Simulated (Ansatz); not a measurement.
ZnSe under load (space group I-4m2), r2SCAN with spin-orbit coupling, rigid bands run with Ansatz (a quantum-chemistry and plane-wave program). Condition of this run: uniaxial stress along [001] of 2.4 GPa (compression positive) (the target of the relaxation). Band gap 1.75 eV, N_c = 1.19e18 cm⁻³ and N_v = 6.88e18 cm⁻³ at 300 K, conductivity masses along y (a = (0.00, 2.88, 2.66) Å; b = (2.88, 0.00, 2.66) Å; c = (2.88, 2.88, 0.00) Å) of 0.136 mₑ (electrons) and 0.618 mₑ (holes). Take k_BT = 0.02585 eV.

### Question
What thermal injection velocity √(2k_BT/πm) limits a ballistic channel along the direction named?

### Answer
1.46e7 cm/s for electrons and 6.84e6 cm/s for holes, a ratio of √(m_h/m_e) = 2.13, for dilute carriers.

### Question
A film of it is 3 nm thick, with its normal along the direction named. Estimate the confinement energies in an infinite well.

### Answer
ħ²π²/(2m t²) = 0.376 eV·nm²/(m/mₑ × t²) gives 307 meV for electrons and 67.6 meV for holes, so the gap would widen to about 2.12 eV. Finite barriers and nonparabolic bands lower this, and with several valleys or bands the heaviest mass along the normal sets the lowest level, not this average.

### Question
What built-in voltage has an abrupt junction with N_A = 1e16 and N_D = 1e17 cm⁻³, all dopants ionised?

### Answer
V_bi = E_g/e − (k_BT/e) ln(N_c N_v/(N_A N_D)) = 1.75 − 0.02585 × 9.01 = 1.52 V, for the computed gap.

Rigid bands with the computed gap; masses take one relaxation time for all states. Geometry: cell and atoms relaxed with PBEsol.
